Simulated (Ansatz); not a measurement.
The starting structures come from a database of crystals and need not be the phases stable at ambient conditions.

Tunnelling through a barrier is set by its complex band structure: the current falls as exp(−2κd) with the smallest κ.

Data:

```
CELL_PARAMETERS angstrom
      6.40031     0.00000     0.00000
     -2.09456     6.04788     0.00000
      2.15288     3.02394    11.07328
ATOMIC_POSITIONS crystal
  Sc 0.33358 0.83358 0.33284
  Sc 0.16642 0.66642 0.66716
  Sc 0.41642 0.41642 0.16716
  Sc 0.58358 0.58358 0.83284
  Sc 0.99777 0.49777 0.00446
  Sc 0.50223 0.00223 0.99554
  Sc 0.75223 0.75223 0.49554
  Sc 0.24777 0.24777 0.50446
  S  0.00967 0.50967 0.50000
  S  0.49033 0.99033 0.50000
  S  0.74033 0.74033 0.00000
  S  0.25967 0.25967 0.00000
  S  0.91582 0.90654 0.66124
  S  0.42294 0.43222 0.66124
  S  0.56778 0.57706 0.33876
  S  0.09346 0.08418 0.33876
  S  0.83418 0.34346 0.83876
  S  0.32706 0.81778 0.83876
  S  0.18222 0.67294 0.16124
  S  0.65654 0.16582 0.16124
```

The cell is taken as given.

Transport runs along the normal of the first two printed cell vectors.

The gap is the functional's own. No spin-orbit coupling. Mid-gap values are those at the computed energy nearest the middle.

Q: Predict the band gap and the smallest decay constant κ at mid-gap from r2SCAN run with Ansatz (a program for electronic structure).

A: Gap 1.38 eV on a 6×6×6 mesh; κ = 0.178 1/Å, at the zone centre.
